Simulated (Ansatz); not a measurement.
We consider zinc-blende RbBr (model structure), described by PBE0 (plane waves, PAW; Ansatz, a quantum-chemistry and plane-wave program).

Numerical settings: plane-wave cutoff 500 eV, 6×6×6 k mesh, gaussian smearing 0.02 eV, scalar-relativistic PAW data made under PBE.

Cell (relaxed with r²SCAN):

```cif
data_Br4Rb4
_chemical_formula_sum 'Rb4 Br4'
_space_group_name_H-M_alt 'F-43m'
_space_group_IT_number 216
_space_group_name_Hall 'F -4 2 3'
_cell_length_a 7.73723
_cell_length_b 7.73723
_cell_length_c 7.73723
_cell_angle_alpha 90.000
_cell_angle_beta 90.000
_cell_angle_gamma 90.000
loop_
_atom_site_label
_atom_site_type_symbol
_atom_site_symmetry_multiplicity
_atom_site_Wyckoff_symbol
_atom_site_fract_x
_atom_site_fract_y
_atom_site_fract_z
_atom_site_occupancy
Rb1 Rb 4 a 0.00000 0.00000 0.00000 1
Br1 Br 4 d 0.75000 0.75000 0.75000 1
```
(The calculation used a cell of 2 atoms; values per cell refer to that cell.)

**Question.** Give the computed band gap.

**Answer.** 
band gap: 5.90 eV (on the SCF k mesh)

Note: the relaxation could raise the start's symmetry but not lower it, so the cell can be a saddle point.

Spin–orbit coupling is not included.

Static lattice: no zero-point or thermal effects.

A model structure was made by putting elements into a prototype or built by hand; it is no filed structure, need not be a known phase, and can be a saddle point held by its symmetry.
